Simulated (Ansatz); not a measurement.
## fluorite-type NiSi2 (1 1 0) on cubic SrTiO3 (1 1 0) (film strained to the substrate, started from cuts of the bulks and a machine-learned relaxation; slabs Sr5Ti5O13 and Ni6Si12, which can lie off the formulas)

A periodic stack without vacuum, fluorite-type NiSi2 (1 1 0) on cubic SrTiO3 (1 1 0) (film strained to the substrate, started from cuts of the bulks and a machine-learned relaxation; slabs Sr5Ti5O13 and Ni6Si12, which can lie off the formulas): substrate slab Sr5Ti5O13, film Ni6Si12, surface cells [[0, 1], [-1, 0]] and [[1, 0], [0, 1]], film strained by +2.2 and +2.2 %, outermost planes OSrTi/OSrTi and NiSi/NiSi as cut, which need not be the usual terminations and can put a slab off its formula.

The start was prepared with a machine-learned potential, and the result is one local minimum, with the in-plane cell held and forces under 0.04 eV/Å; the film can end far from its bulk form.

These are PBE (plane waves to 420 eV, PAW; Ansatz, a first-principles code) values and carry that method's errors. No spin–orbit coupling; the runs are not spin-polarised; PBE gaps are too small against experiment. Its k-point mesh 5×7×1, Fermi–Dirac width 0.05 eV.

```
Property                                                                                   Result
--------------------------------------------------------------------------------  ---------------
interface area                                                                            21.9 Å²
period                                                                                    25.22 Å
heights between the nearest atoms of the two slabs at the two interfaces          2.31 and 2.40 Å
Si–Sr contacts across the interfaces within 1.22 times the sum of covalent radii   8, mean 3.48 Å
Si–Ti contacts across the interfaces within 1.22 times the sum of covalent radii   4, mean 2.81 Å
Ni–Sr contacts across the interfaces within 1.22 times the sum of covalent radii   3, mean 3.42 Å
Ni–Ti contacts across the interfaces within 1.22 times the sum of covalent radii   2, mean 3.04 Å
```

```
CELL_PARAMETERS angstrom
      5.56227    -0.00085    -0.24630
     -0.00052     3.93671    -0.02710
      1.18713    -1.81713    25.20981
ATOMIC_POSITIONS crystal
  Sr 0.06354 0.01611 0.05441
  Ti 0.56276 0.49847 0.04838
  O  0.56192 0.02194 0.04537
  Sr 0.56218 0.06904 0.15927
  Ti 0.06219 0.57220 0.15917
  O  0.81887 0.54529 0.09720
  O  0.30597 0.54571 0.09757
  O  0.06174 0.07319 0.15670
  Sr 0.06115 0.12879 0.26831
  Ti 0.56121 0.62873 0.26800
  O  0.31199 0.60013 0.21100
  O  0.80952 0.59996 0.21066
  O  0.56127 0.12798 0.26722
  Sr 0.56039 0.18332 0.37617
  Ti 0.06036 0.68379 0.37699
  O  0.81080 0.65633 0.32317
  O  0.31215 0.65649 0.32344
  O  0.06040 0.18410 0.37838
  Sr 0.05942 0.23702 0.48322
  Ti 0.55931 0.73867 0.48636
  O  0.30444 0.71330 0.43641
  O  0.81515 0.71324 0.43629
  O  0.55953 0.23836 0.48581
  Ni 0.05916 0.82484 0.65494
  Ni 0.55985 0.28508 0.57811
  Ni 0.05825 0.90150 0.80304
  Ni 0.55867 0.36136 0.72523
  Ni 0.05760 0.97112 0.93847
  Ni 0.55776 0.43790 0.87300
  Si 0.30673 0.32245 0.65046
  Si 0.30691 0.78583 0.57935
  Si 0.81261 0.78580 0.57931
  Si 0.81170 0.32243 0.65040
  Si 0.29969 0.40001 0.80021
  Si 0.31569 0.86262 0.72771
  Si 0.80166 0.86265 0.72777
  Si 0.81681 0.39999 0.80015
  Si 0.29430 0.47651 0.95025
  Si 0.32958 0.93886 0.87484
  Si 0.78612 0.93891 0.87497
  Si 0.82133 0.47651 0.95002
```
